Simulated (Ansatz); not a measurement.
A computed series for InAs: response to strain

The reference is InAs in the zinc blende structure (space group F-43m, No. 216).

```yaml
crystal:
  lattice:
    - [0.00000, 3.05455, 3.05455]
    - [3.05455, 0.00000, 3.05455]
    - [3.05455, 3.05455, 0.00000]
  atoms:
    - { symbol: As, position: [0.75000, 0.75000, 0.75000] }
    - { symbol: In, position: [0.00000, 0.00000, 0.00000] }
```

Cartesian axes are those of the cell as printed.

Strains are applied to the cell and any free atomic positions relax; under biaxial strain the out-of-plane vector relaxes too; under stress the whole cell relaxes.

Method: Kohn–Sham DFT with the r2SCAN functional, run in Ansatz (a first-principles code) with PAW and 500 eV plane waves, no spin-orbit coupling.

Notes on the quantities. energy relative to the base: free energy F.

```tsv
change	space group	energy relative to the base	pressure	volume per atom
base	F-43m (No. 216)	0 meV/atom	0.01 GPa	28.50 Å³
biaxial strain −0.73 %, plane normal [001], relaxed out of plane	I-4m2 (No. 119)	[?]	0.39 GPa	[?]
isotropic strain +1.45 %	F-43m (No. 216)	+9.0 meV/atom	-2.2 GPa	29.76 Å³
isotropic strain +2.20 %	F-43m (No. 216)	+20 meV/atom	-3.2 GPa	30.42 Å³
isotropic strain +3.93 %	F-43m (No. 216)	+61 meV/atom	-5.0 GPa	31.99 Å³
isotropic strain +5.24 %	F-43m (No. 216)	+104 meV/atom	-6.1 GPa	33.22 Å³
uniaxial strain ε_yy = +1.54 %	I-4m2 (No. 119)	+1.7 meV/atom	-0.8 GPa	28.94 Å³
uniaxial strain ε_zz = −5.58 %	I-4m2 (No. 119)	+24 meV/atom	3.69 GPa	26.91 Å³
uniaxial stress, 1 GPa compression along z	I-4m2 (No. 119)	+1.9 meV/atom	–	28.33 Å³
tensor shear ε_yz = −3.82 %	Imm2 (No. 44)	+20 meV/atom	0.1 GPa	28.46 Å³
```

Problem. Complete the table.

Solution. 
- biaxial strain −0.73 %, plane normal [001], relaxed out of plane, energy relative to the base: +0.8 meV/atom
- biaxial strain −0.73 %, plane normal [001], relaxed out of plane, volume per atom: 28.31 Å³

A case with no gap was solved on a k-mesh chosen for an insulator, which is coarse for it. Stability under load was not tested beyond the relaxation. All final runs are without spin polarisation.
